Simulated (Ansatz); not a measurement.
An Ansatz (a first-principles code) run: Ru with a change (uniaxial strain ε_zz = +2.00 %); PBEsol/PAW in Ansatz, no spin-orbit coupling.

Input:

Ansatz 0.2 input:
```yaml
crystal:
  lattice:
    - [2.691392672, 0, 0]
    - [-1.345696336, 2.3308144255, 0]
    - [0, 0, 4.3338862114]
  atoms:
    - { symbol: Ru, position: [0.6666666667, 0.3333333333, 0.75] }
    - { symbol: Ru, position: [0.3333333333, 0.6666666667, 0.25] }
basis: { ecutwfc: 420, ecutrho_ratio: 4, xc_grid: 2, fft_grid_basis: typed }
kpoints: { mp_grid: { grid: [25, 25, 14] } }
hamiltonian:
  xc: pbesol
  dispersion: none
  pseudopotentials: { kind: paw }
scf: { occupations: { method: fermi_dirac, width: 0.1 }, convergence: { dr2_threshold: 0.0000000002 } }
relax: { f_tol: 0.005, max_steps: 50 }
output: { forces: true, stress: true }
checkpoint: { write: state.ck, write_every: 1000 }
```

Output:

```
Relaxation: its limit of steps is 50 (relax.max_steps)
WARN ansatz: RAYON_NUM_THREADS=1 ignored (pool sized by the plan → 1); use --threads N
Pseudopotentials: kind: paw
Pseudopotential: Ru, paw, valence charge 16
Functional definition: PBEsol
Crystal: 2 atoms, lattice volume = 27.187 Å³
Basis set: ecut = 420 eV, 537 PW (Γ), exchange–correlation on 36×36×60 points (8 copies of the dense FFT grid, shifted against one another)
Bands: 20, of which v1, the nominal top of the filled ones, is band 16 counted from 1 (15 counted from 0)
Symmetry: 24 space group operations
Space group: P63/mmc (ITA 194), of the structure as read, at distance tolerance 3.0e-5 Å
k-points: 520 of 8750
PAW frozen core: Ru, regenerated for the run's functional, and the local potential with it
Initial density: superposition of atomic densities (neutral atoms: chi_scale 0, normalization atom), corrected by the library's trained network
Initial wavefunctions: pseudopotential atomic-orbital guess
Eigensolver: davidson
Functional: x = pbesol(κ = 0.804, μ = 0.12345679012345678), c = pbesol(β = 0.046)
SCF iter   1: F=—  HF=-11633.016774 eV  |F-HF|=—  |Δ(HF+E_count)|=         —  Δρ=1.06e-2  dr2=1.88e-2  ethr=1.77e-3  ⟨swp⟩=5.0  Hψ=95938  notcnv=0  defer=82
all-band conjugate gradients solve this SCF's bands
automatic band count: the SCF goes on with 24 bands, as 20 were too few: the levels above may hold too much charge
preconditioner: auto → none
SCF iter   2: F=—  HF=-11633.013586 eV  |F-HF|=—  |Δ(HF+E_count)|=   3.19e-3  Δρ=5.54e-3  dr2=4.97e-3  ethr=5.89e-5  ⟨swp⟩=2.0  Hψ=18206  notcnv=0  defer=113
SCF iter   3: F=—  HF=-11633.012629 eV  |F-HF|=—  |Δ(HF+E_count)|=   9.57e-4  Δρ=3.54e-4  dr2=1.43e-5  ethr=1.55e-5  ⟨swp⟩=2.1  Hψ=16244  notcnv=0  defer=113
SCF iter   4: F=—  HF=-11633.012605 eV  |F-HF|=—  |Δ(HF+E_count)|=   2.35e-5  Δρ=7.35e-5  dr2=9.36e-7  ethr=4.46e-8  ⟨swp⟩=2.0  Hψ=20345  notcnv=0  defer=113
SCF iter   5: F=—  HF=-11633.012604 eV  |F-HF|=—  |Δ(HF+E_count)|=   1.05e-6  Δρ=1.65e-5  dr2=3.64e-8  ethr=2.92e-9  ⟨swp⟩=2.7  Hψ=20294  notcnv=0  defer=113
SCF iter   6: F=—  HF=-11633.012604 eV  |F-HF|=—  |Δ(HF+E_count)|=   1.51e-8  Δρ=3.21e-6  dr2=1.15e-9  ethr=1.14e-10  ⟨swp⟩=2.7  Hψ=20706  notcnv=0  defer=113
SCF iter   7: F=-11633.012604 eV  HF=-11633.012604 eV  |F-HF|=7.28e-12  |Δ(HF+E_count)|=  4.37e-11  Δρ=4.15e-7  dr2=1.86e-11  ethr=1.00e-12  ⟨swp⟩=4.0  Hψ=39870  notcnv=0
SCF 1 converged in 7 iterations: F = -11633.012604 eV  dr2 = 1.86e-11
relax step   1: F+E_penalty+E_count = -11633.01260431 eV  Δ(F+E_penalty+E_count) = +0.000e0 eV  max|allowed force component| = 6.014e-17 eV/Å  Δτ_max = 0.0000 Å  (7 SCF iters, accepted)
the relaxation is at rest under the 24 symmetry operations that the run kept from its start: a minimum is not shown …
SCF converged after 7 iterations
Free energy (F): -11633.012604 eV
Harris-Foulkes:  -11633.012604 eV  (|F-HF|=7.28e-12)
Internal energy: -11632.958778 eV  (E = F + TS)
E sigma→0 (E₀):  -11632.985691 eV
Entropy (-TS):   -0.053826 eV (-26.913 meV/atom)
Fermi energy:    23.346303 eV
--- Per-component energies (eV) ---
  E_band       = -111.107856
  E_kinetic    = 1027.660575
  E_local      = -2517.529097  (includes V_loc(G=0)·N_el)
  E_nonlocal   = 689.206298
  E_hartree    = 805.720841
  E_xc         = -378.961337
  E_vxc        = -477.381411  (∫ρ·V_xc dr)
  E_paw        = -6798.665009  (= ΣΔE_a)
  E_vpaw       = -444.505627  (= ΣTr[D̂ρ^β])
  E_aug_tail   = -0.000425  (compensation charges beyond the density's cutoff)
  E_ewald      = -4460.897216
  E_core_change = 0.506592  (= ΣΔE_core)
  E_smearing   = -0.053826  (= −TS)
  E_closure    = 0.000000  (closes the sum)
  Σ components = -11633.012604   (vs F -11633.012604, Δ=0.00e0)
  [band-id]    e_kinetic+e_local+e_nonlocal+2·e_hartree+e_vxc+e_vpaw+e_augmentation_tail = -111.108006   (vs E_band -111.107856, Δ=-1.50e-4)
--- Forces (eV/Å), atoms counted from 1 ---
  atom   1  Ru     0.00000000    -0.00000000     0.00000000
  atom   2  Ru     0.00000000     0.00000000     0.00000000
  max |Σ_I F_I| component: 0.00e0 eV/Å
--- Stress (GPa, compression-positive) ---
       -3.438962       0.000000       0.000000
       -0.000000      -3.438962       0.000000
        0.000000       0.000000     -13.086381
  P = ⅓ Tr σ = -6.6548 GPa (-66.548 kbar)
  The stress holds the Pulay correction. Without it, at fixed plane waves, as pw.x and ABINIT print it: P = -6.6971 GPa
  The stress includes an estimate of the error left by incomplete SCF convergence (largest component 0.0005 GPa).
--- Band table ---
  band table: none
--- Relaxed structure (1 steps of the walk, 1 accepted, 0 SCFs on fresh bases) ---
  F+E_penalty+E_count = -11633.01260431 eV   max|allowed force component| = 6.014e-17 eV/Å
  atoms:
    - { symbol: Ru, position: [0.6666666666666666, 0.3333333333333333, 0.75] }
    - { symbol: Ru, position: [0.3333333333333333, 0.6666666666666666, 0.24999999999999997] }
```

No phonon test of stability was made. The final runs are not spin-polarised. The cell was made from Ru in the hcp (Mg type) structure (space group P6_3/mmc, No. 194) by this change: uniaxial strain ε_zz = +2.00 %.
